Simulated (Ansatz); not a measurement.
# How the smallest direct gap on the k points sampled of SiO2 (model structure, from the tetragonal ZrO2 type, P4₂/nmc, No. 137) moves with the method

No measured value is used here.

| level (code) | value (eV) |
|---|---|
| LDA (Ansatz) | ? |
| PBE (Ansatz) | 5.46 |
| r²SCAN (Ansatz) | 6.21 |
| PBE0 (Ansatz) | 8.14 |
| G0W0@PBEsol (Ansatz) | 8.72 ± 0.01 |

Task: Complete the blanks.

Result: 
- LDA (Ansatz, an electronic-structure program), value (eV): 5.30

Computed values are for a static lattice.  A ± on a computed value is a rough bar: the spread of its extrapolation, a floor set from checks against published values, or a statistical error. Values are at the PBEsol cell. Cutoffs and k meshes differ between the levels. Ansatz's density-functional and Hartree–Fock values are scalar-relativistic unless marked +SOC, with PAW data made under PBE.

A model structure was made by putting elements into a prototype or built by hand; it is no filed structure, need not be a known phase, and can be a saddle point held by its symmetry.
